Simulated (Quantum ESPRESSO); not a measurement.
Quantum ESPRESSO run on V (Im-3m, 1 atom in the cell): self-consistent single point.

Method: PBE, PseudoDojo standard norm-conserving (PBE) pseudopotentials (plane waves; Quantum ESPRESSO).

```
V
1.0
    1.50743     1.50743     1.50743
   -1.50743     1.50743     1.50743
   -1.50743    -1.50743     1.50743
V
1
Cartesian
  0.00000   0.00000   0.00000
```

Reference input (self-consistent single point, DFT, PBE, plane waves, PseudoDojo standard norm-conserving (PBE) pseudopotentials): ecutwfc = 85 Ry; occupations = smearing; smearing = gaussian; degauss = 0.0073499 Ry; potentials = {V: V.upf}; K_POINTS = automatic 15 15 15 0 0 0; conv_thr = 1e-11 Ry. This run's input differs from it in these lines:

```diff
@@ -15,3 +15,3 @@
    occupations = 'smearing'
-   smearing = 'gaussian'
+   smearing = 'methfessel-paxton'
    degauss = 0.0073499
@@ -26,3 +26,3 @@
 K_POINTS {automatic}
-15 15 15  0 0 0
+24 24 24  0 0 0
```

Log, with long lists cut:

```
     Self-consistent Calculation

     iteration #  1     ecut=    85.00 Ry     beta= 0.70

     Threshold (ethr) on eigenvalues was too large:
     Diagonalizing with lowered threshold

     total energy              =    -147.58951919 Ry
     estimated scf accuracy    <       0.06652402 Ry

     iteration #  2     ecut=    85.00 Ry     beta= 0.70

     total energy              =    -147.60825203 Ry
     estimated scf accuracy    <       0.04576005 Ry

     iteration #  3     ecut=    85.00 Ry     beta= 0.70

     total energy              =    -147.61719878 Ry
     estimated scf accuracy    <       0.00008174 Ry

   [... 5 blocks of this kind left out ...]

     iteration #  9     ecut=    85.00 Ry     beta= 0.70

     total energy              =    -147.61726838 Ry
     estimated scf accuracy    <          2.4E-10 Ry

     iteration # 10     ecut=    85.00 Ry     beta= 0.70
     End of self-consistent calculation

     Number of k-points >= 100: set verbosity='high' to print the bands.

     the Fermi energy is    16.3308 ev

!    total energy              =    -147.61726838 Ry
     estimated scf accuracy    <          3.0E-12 Ry
     smearing contrib. (-TS)   =      -0.00001776 Ry
     internal energy E=F+TS    =    -147.61725061 Ry

     convergence has been achieved in  10 iterations

     Forces acting on atoms (cartesian axes, Ry/au):

     atom    1 type  1   force =     0.00000000    0.00000000    0.00000000

     Total force =     0.000000     Total SCF correction =     0.000000

          total   stress  (Ry/bohr**3)                   (kbar)     P=      -32.27
  -0.00021934  -0.00000000   0.00000000          -32.27       -0.00        0.00
  -0.00000000  -0.00021934   0.00000000           -0.00      -32.27        0.00
   0.00000000  -0.00000000  -0.00021934            0.00       -0.00      -32.27

   JOB DONE.
```

The run converged in 10 iterations. Against the reference run the free energy goes up by 6.3 meV/atom and the pressure goes from -3.34 to -3.23 GPa.

The starting cell has typed, rounded lattice constants, without a prior relaxation at this level. Its lattice was rescaled by up to half a per cent. Spin polarisation is off. With a pressure of about -3 GPa the cell is away from its equilibrium volume at this level.

Cost on one core of a shared machine: roughly 70 s.
